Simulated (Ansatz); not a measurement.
Base system: Zr in the hcp (Mg type) structure (space group P6_3/mmc, No. 194; a = 3.230 Å, c = 5.179 Å; relaxed with 0.1 eV smearing). Axes: x lies along a and z along c of the hexagonal cell.

Structures relaxed with Kohn–Sham DFT with the PBE functional, run in Ansatz (a program for electronic structure) with PAW and 420 eV plane waves, no spin-orbit coupling.

Base:

Simulated powder pattern, Mo Kα, λ = 0.71073 Å (kinematic, ideal powder, no thermal factors, no anomalous dispersion; the 10 strongest lines at most, above 2 %, up to 2θ = 40°):

```tsv
2θ (°)	I/Imax (%)	hkl
14.60	23	(100)
15.78	25	(002)
16.60	100	(101)
21.56	16	(102)
25.42	20	(110)
28.00	23	(103)
30.06	24	(112)
30.51	17	(201)
33.57	4.3	(202)
38.17	8.5	(203)
```

Perturbation: uniaxial strain ε_zz = +2.00 %, all other strain components held at zero; the atoms relax in the strained cell.

After the change:

Simulated powder pattern, Mo Kα, λ = 0.71073 Å (kinematic, ideal powder, no thermal factors, no anomalous dispersion; the 10 strongest lines at most, above 2 %, up to 2θ = 40°):

```tsv
2θ (°)	d (Å)	I/Imax (%)	hkl
14.60	2.798	23	(100)
15.46	2.641	26	(002)
16.53	2.472	100	(101)
21.33	1.921	17	(102)
25.42	1.615	20	(110)
27.59	1.490	23	(103)
29.89	1.378	24	(112)
30.47	1.352	17	(201)
33.41	1.236	4.3	(202)
37.87	1.095	8.6	(203)
```

The indices refer to the base's conventional cell; one index is shown for lines that coincide.

Stability against distortions was not tested. The final runs are not spin-polarised.
